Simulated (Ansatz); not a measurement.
Take GaSb in the zinc blende structure (space group F-43m, No. 216; a = 6.132 Å) as the base. Axes: x, y, z lie along the cube axes.

Level of theory: DFT with r2SCAN, PAW potentials and a 500 eV plane-wave cutoff in Ansatz (an electronic-structure program), without spin-orbit coupling.

Base values:

| Property | Result |
|---|---|
| Valley order | Γ 0.41 eV; L along ⟨111⟩ 0.68 eV; a point along ⟨100⟩, about 0.9 Å⁻¹ from Γ 1.10 eV |

The change: a pure shear with ε_xy = ε_yx = 0.0200, atoms relaxed at fixed cell.

Question: Estimate the effect on the largest internal atomic displacement.

Answer: The largest internal atomic displacement comes out as 0.017 Å.

Question: What does the calculation give for the valley order after the change?

Answer: The valley order (the lowest conduction-band minima on the path, energy above the VBM, named in the base's zone) goes from Γ 0.41 eV; L along ⟨111⟩ 0.68 eV; a point along ⟨100⟩, about 0.9 Å⁻¹ from Γ 1.10 eV to Γ 0.24 eV; L along [1-1-1] 0.33 eV; L along [111] 0.71 eV; X along [001] 0.82 eV.

Question: Predict the new energy relative to the base.

Answer: The energy grows by 6.3 meV/atom.

Spin-orbit coupling, missing from the scalar runs, can matter with Sb. The levels and masses belong to the bands next to the band gap. The cells carry an imposed strain or load. No phonon test of stability was made.
